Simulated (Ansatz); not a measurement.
## TiAl₃ (space group I4/mmm, No. 139)

```cif
data_Al3Ti
_chemical_formula_sum 'Al3 Ti1'
_space_group_name_H-M_alt 'P 1'
_space_group_IT_number 1
_cell_length_a 5.06238
_cell_length_b 5.06238
_cell_length_c 5.06238
_cell_angle_alpha 135.621
_cell_angle_beta 135.621
_cell_angle_gamma 64.567
loop_
_space_group_symop_operation_xyz
  'x, y, z'
loop_
_atom_site_label
_atom_site_type_symbol
_atom_site_fract_x
_atom_site_fract_y
_atom_site_fract_z
_atom_site_occupancy
Al1 Al 0.50000 0.50000 0.00000 1
Al2 Al 0.75000 0.25000 0.50000 1
Al3 Al 0.25000 0.75000 0.50000 1
Ti1 Ti 0.00000 0.00000 0.00000 1
```

Computed with Ansatz (a first-principles code) r2SCAN, no spin-orbit coupling, earlier PAW set. k-mesh 17×17×17 (Γ-centred); smearing 0.05 eV (Fermi–Dirac).

```yaml
volume_per_atom: 15.64 Å³
density: 3.42 g/cm³
band_gap: zero
total_energy: -1031.838 eV/atom (σ→0; compares only within this code and set-up)
```

No phonon test of stability was made. The final runs are not spin-polarised.
